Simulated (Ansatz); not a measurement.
# A computed series for ZnGeP2: response to strain

The reference is ZnGeP2 in the chalcopyrite structure (space group I-42d, No. 122).

```yaml
crystal:
  lattice:
    - [-2.68698, 2.68698, 5.31275]
    - [2.68698, -2.68698, 5.31275]
    - [2.68698, 2.68698, -5.31275]
  atoms:
    - { symbol: Zn, position: [0.00000, 0.00000, 0.00000] }
    - { symbol: Zn, position: [0.75000, 0.25000, 0.50000] }
    - { symbol: Ge, position: [0.50000, 0.50000, 0.00000] }
    - { symbol: Ge, position: [0.25000, 0.75000, 0.50000] }
    - { symbol: P, position: [0.87500, 0.87461, 0.49961] }
    - { symbol: P, position: [0.12539, 0.62500, 0.00039] }
    - { symbol: P, position: [0.37500, 0.37539, 0.50039] }
    - { symbol: P, position: [0.62461, 0.12500, 0.99961] }
```

Cartesian axes are those of the cell as printed.

Strains are applied to the cell and any free atomic positions relax.

Level of theory: DFT with LDA, PAW potentials and a 420 eV plane-wave cutoff in Ansatz (a first-principles code), no spin-orbit coupling.

Candidates:
(a) uniaxial strain ε_xx = +1.50 %
(b) uniaxial strain ε_xx = +3.00 %
(c) uniaxial strain ε_xx = +0.75 %
(d) uniaxial strain ε_xx = +2.25 %

Notes on the quantities. energy relative to the base: free energy F.

### Question
Order them by energy relative to the base, highest first.

### Answer
(b) uniaxial strain ε_xx = +3.00 % (+7.3 meV/atom), (d) uniaxial strain ε_xx = +2.25 % (+4.1 meV/atom), (a) uniaxial strain ε_xx = +1.50 % (+1.9 meV/atom), (c) uniaxial strain ε_xx = +0.75 % (+0.5 meV/atom)

No phonon test of stability was made.
